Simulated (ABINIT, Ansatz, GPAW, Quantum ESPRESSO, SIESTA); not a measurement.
# TiNbB4 (P6/mmm, 6 atoms in the cell) computed with different codes at matched settings

Self-consistent single point.

```yaml
crystal:
  lattice:
    - [3.08703, 0.00000, 0.00000]
    - [-1.54351, 2.67345, 0.00000]
    - [0.00000, 0.00000, 6.59943]
  atoms:
    - { symbol: Ti, position: [0.00000, 0.00000, 0.50000] }
    - { symbol: Nb, position: [0.00000, 0.00000, 0.00000] }
    - { symbol: B, position: [0.33333, 0.66667, 0.74077] }
    - { symbol: B, position: [0.66667, 0.33333, 0.25923] }
    - { symbol: B, position: [0.66667, 0.33333, 0.74077] }
    - { symbol: B, position: [0.33333, 0.66667, 0.25923] }
```

Shared settings, as Ansatz (a first-principles code) writes them: kpoints.mp_grid.grid = 6 6 3; scf.occupations.method = fermi_dirac; scf.occupations.width = 0.1 eV. Potentials and cutoffs stand in the table.

```tsv
code	model	pressure (GPa)	largest force (eV/Å)	cutoff
Quantum ESPRESSO	PBEsol, SSSP 1.1.2 efficiency (PBE) pseudopotentials	-10.75	0.095	50 Ry
GPAW	PBEsol, GPAW PAW datasets PBEsol (made by gpaw-setup)	–	0.142	900 eV
ABINIT	PBEsol, norm-conserving pseudopotentials (PseudoDojo nc-sr-04 PBEsol standard)	-9.80	0.097	1143 eV
Ansatz	PBEsol, PAW files made with PBE	-10.35	0.099	default
SIESTA	GGA PBEsol, numerical atomic orbitals DZP, PseudoDojo PBEsol standard norm-conserving potentials (rewritten from UPF to PSML)	-9.09	0.146	grid 400 Ry
```

A dash marks a value that a program does not give, or that is left out as unsure.

On Ansatz's run: spin polarisation is off.

The spread over the programs that give each value: pressure within 1.66 GPa; largest force within 0.051 eV/Å.

SIESTA uses small atom-centred bases, whose incompleteness enters pressures, forces and empty levels differently from a plane-wave cutoff. Ansatz's pressure is given at a fixed set of plane waves, as the other plane-wave codes print theirs; with its correction for the finite basis it is -10.23 GPa. The pressure of GPAW is left out: its cutoff lies under the one at which its stress was checked. In the pressure, SIESTA (by 1.26) lies more than 1 GPa from the median of the plane-wave programs.

On the base mesh (10 10 4) the same programs gave: Ansatz pressure -10.31 GPa; Quantum ESPRESSO pressure -10.70 GPa; ABINIT pressure -9.75 GPa; SIESTA pressure -9.03 GPa.

The starting cell comes from a database of computed structures (which also holds hypothetical and non-ambient phases and stackings), without a prior relaxation at this level. Its lattice was rescaled by a random factor within 2.5 % of one.

Left out of this page: Elk (not drawn, or without a comparable value).

Keys are those of Ansatz 0.2.
